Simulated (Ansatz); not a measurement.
The reference is Li2S in the anti-fluorite structure (space group Fm-3m, No. 225; a = 5.6549 Å).

All numbers come from PBEsol (Ansatz, a first-principles code; PAW; 420 eV plane waves; no SOC).

Base values:

- Hole mass = 0.47, 0.91, 0.91 mₑ (at Γ)
- Valley order = X along ⟨100⟩ 3.20 eV; Γ 4.21 eV

It is then changed as follows: every lattice vector is stretched by 1.50 %, atoms relaxed at fixed cell.

**Question.** What happens to the energy relative to the base, hole mass, valley order and mean gap deformation potential ΔEg/Δln V?

**Answer.** The energy rises by 3.8 meV/atom; the hole mass (degenerate bands, along [100]) goes from 0.47, 0.91, 0.91 mₑ (at Γ) to 0.46, 0.96, 0.96 mₑ (at Γ); the valley order (the lowest conduction-band minima on the path, energy above the VBM, named in the base's zone) goes from X along ⟨100⟩ 3.20 eV; Γ 4.21 eV to X along ⟨100⟩ 3.23 eV; Γ 3.99 eV; the mean gap deformation potential ΔEg/Δln V amounts to +0.7 eV.

The cells carry an imposed strain or load. Effective masses come from finite differences of ±0.01 Å⁻¹. Whether these cells are dynamically stable was not tested.
